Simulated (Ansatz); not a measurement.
Base system: MoS2 in the 3R-MoS2 type structure (space group R3m, No. 160; a = 3.1752 Å, c = 18.5848 Å (hexagonal axes); layered, stacked along the Cartesian z axis).

The values are results of r2SCAN+rVV10/PAW in Ansatz (a program for electronic structure), no spin-orbit coupling, not measurements.

One change was made to it. Results:

```tsv
quantity	base	after
band gap	1.02 eV	zero
lattice parameter a	3.175 Å	2.863 Å
```

Problem. What was done to the base?
(A) pressure 3 GPa
(B) pressure 75 GPa
(C) pressure 15 GPa

Solution. B, pressure 75 GPa. For comparison, the band gap in the other runs: pressure 3 GPa gives 0.80 eV; pressure 15 GPa gives 0.33 eV.

A case with no gap was solved on a k-mesh chosen for an insulator, which is coarse for it. Load acts through the strain it causes; cell and atoms are relaxed under it. Whether these cells are dynamically stable was not tested. Competing high-pressure phases were not computed. All final runs are without spin polarisation.
